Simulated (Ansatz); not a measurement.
Take BP in the zinc blende structure (space group F-43m, No. 216; a = 4.548 Å) as the base.

Method: Kohn–Sham DFT with the PBE functional, run in Ansatz (an electronic-structure program) with PAW and 420 eV plane waves, spin-orbit coupling left out.

Base values:

| Property | Value |
|---|---|
| Band gap | 1.25 eV |
| Width of the top valence band | 5.43 eV |

Modification: an isotropic linear strain of +2.50 %, atoms relaxed at fixed cell.

**Question.** What does the calculation give for the band gap, energy relative to the base and width of the top valence band after the change?

**Answer.** The band gap grows by 0.10 eV to 1.35 eV; the energy goes up by 31 meV/atom; the width of the top valence band drops by 0.42 eV (5.43 eV → 5.01 eV).

Gaps are read on the SCF mesh and a high-symmetry path. Whether these cells are dynamically stable was not tested.
